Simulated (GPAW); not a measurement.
GPAW run on Zr4BN3 (Pm-3m, 8 atoms in the cell): self-consistent single point.

Computed with LDA (Perdew-Wang 92), GPAW PAW datasets LDA (gpaw-data 1.0.1) (plane waves; GPAW 25.7.0).

```
CELL_PARAMETERS angstrom
      4.65860     0.00000     0.00000
      0.00000     4.65860     0.00000
      0.00000     0.00000     4.65860
ATOMIC_POSITIONS crystal
  Zr 0.50000 0.00000 0.00000
  Zr 0.00000 0.50000 0.00000
  Zr 0.00000 0.00000 0.50000
  Zr 0.50000 0.50000 0.50000
  B  0.00000 0.00000 0.00000
  N  0.00000 0.50000 0.50000
  N  0.50000 0.00000 0.50000
  N  0.50000 0.50000 0.00000
```

Reference input (self-consistent single point, DFT PBEsol, plane waves, GPAW PAW datasets PBEsol (made by gpaw-setup)): mode = pw; ecut = 900 eV; xc = PBEsol; kpts = 7 7 7; mesh shift (steps) = 0 0 0; occupations.name = fermi-dirac; occupations.width = 0.1 eV; nbands = -14; convergence.density = 1e-05 e/electron; symmetry.symmorphic = false; symmetry.tolerance = 0.0005; maxiter = 120. This run's input differs from it in these lines:

```diff
@@ -19,3 +19,3 @@
 calc = GPAW(mode={'name': 'pw', 'ecut': 900},
-            xc='PBEsol',
+            xc='LDA',
             kpts=(7, 7, 7),
```

Its files differ too (potentials: GPAW PAW datasets LDA (gpaw-data 1.0.1)).

Output, abridged:

```
     iter     time        total  log10-change:
                         energy   eigst   dens
iter:   1 --:--:--   -88.958083
iter:   2 --:--:--   -86.639718   -0.63  -0.90
iter:   3 --:--:--   -81.333469   -0.06  -0.96
iter:   4 --:--:--   -81.452674   -1.20  -1.47
iter:   5 --:--:--   -81.860080   -1.44  -1.49
iter:   6 --:--:--   -81.450749   -1.01  -1.57
iter:   7 --:--:--   -81.443257   -2.07  -2.15
iter:   8 --:--:--   -81.386308   -2.62  -2.14
iter:   9 --:--:--   -81.385877   -3.08  -2.57
iter:  10 --:--:--   -81.379559c  -3.42  -2.53
iter:  11 --:--:--   -81.377149c  -3.07  -2.83
iter:  12 --:--:--   -81.376697c  -4.49  -3.05
iter:  13 --:--:--   -81.376630c  -4.63  -3.23
iter:  14 --:--:--   -81.376692c  -4.79  -3.32
   [... 6 lines left out ...]
iter:  21 --:--:--   -81.376627c  -6.14  -4.16
iter:  22 --:--:--   -81.376623c  -6.86  -4.25
iter:  23 --:--:--   -81.376636c  -6.48  -4.41
iter:  24 --:--:--   -81.376638c  -7.25  -4.54
iter:  25 --:--:--   -81.376633c  -8.24c -4.67
iter:  26 --:--:--   -81.376630c  -8.26c -4.72
iter:  27 --:--:--   -81.376633c  -8.63c -4.80
iter:  28 --:--:--   -81.376632c  -9.77c -4.85
iter:  29 --:--:--   -81.376633c  -7.62c -4.89
iter:  30 --:--:--   -81.376633c  -9.29c -5.36c
Converged after 30 iterations.

Dipole moment: (-0.000000, -0.000000, -0.000000) |e|*Ang

Energy contributions relative to reference atoms: (reference = -396221.488397)

Kinetic:        +39.716738
Potential:      -48.267550
External:        +0.000000
XC:             -74.436853
Entropy (-ST):   -0.099827
Local:           +1.660945
SIC:             +0.000000
--------------------------
Free energy:    -81.426547
Extrapolated:   -81.376633

Showing only first 2 kpts
 Kpt  Band  Eigenvalues  Occupancy
  0    31      8.99061    2.00000
  0    32     11.53567    0.55216
  0    33     11.53567    0.55216
  0    34     11.53567    0.55216

  1    31      9.49222    2.00000
  1    32     11.31667    1.54623
  1    33     11.34894    1.42326
  1    34     11.56005    0.46016

Fermi level: 11.43927

No gap
   [... lines left out ...]
  2 Zr   -0.00000   -0.00000   -0.00000
  3 Zr   -0.00000   -0.00000   -0.00000
  4 B     0.00000    0.00000    0.00000
  5 N    -0.00000    0.00000    0.00000
  6 N     0.00000   -0.00000   -0.00000
  7 N    -0.00000   -0.00000   -0.00000

Stress tensor:
     0.073103     0.000000     0.000000
     0.000000     0.073103     0.000000
     0.000000     0.000000     0.073103
Stress (GPa, Voigt): [11.7124 11.7124 11.7124  0.      0.      0.    ]
```

The run converged in 30 iterations. GPAW prints stress with tension positive. 

At such cutoffs GPAW's stress carries a finite-basis (Pulay) error, which enters relaxed cells too; its log prints stress with tension positive.

The starting cell comes from a database of computed structures (which also holds hypothetical and non-ambient phases and stackings), without a prior relaxation at this level.

Cost on one core of a shared machine: roughly 3 min.
